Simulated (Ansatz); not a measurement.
The reference is AlRu in the CsCl type structure (space group Pm-3m, No. 221; a = 2.983 Å). Axes: x, y, z lie along the cube axes.

Computed with Kohn–Sham DFT with the r2SCAN functional, run in Ansatz (a program for electronic structure) with PAW and 500 eV plane waves, no spin-orbit coupling.

Strains are applied to the cell and any free atomic positions relax; under biaxial strain the out-of-plane vector relaxes too.

One change was made to it. Results:

```json
[
 {"quantity": "pressure", "base": "0.0 GPa", "after": "-19.5 GPa"},
 {"quantity": "energy relative to the base (free energy F)", "base": "0 meV/atom", "after": "+107 meV/atom"}
]
```

### Question
Name the change that was made.
(A) isotropic strain +3.84 %
(B) strain tensor (xx, yy, zz, yz, xz, xy) = (−0.46, −2.35, +0.87, +0.05, +1.51, +1.18) %
(C) biaxial strain +3.79 %, plane normal [111], relaxed out of plane

### Answer
A, isotropic strain +3.84 %. For comparison, the energy relative to the base in the other runs: strain tensor (xx, yy, zz, yz, xz, xy) = (−0.46, −2.35, +0.87, +0.05, +1.51, +1.18) % gives +17 meV/atom; biaxial strain +3.79 %, plane normal [111], relaxed out of plane gives +49 meV/atom.

Without a gap, meshes like the base's 16×16×16 leave anisotropic stresses uncertain by several tenths of a GPa, and small strain energies with them. Stability against distortions was not tested. The final runs are not spin-polarised.
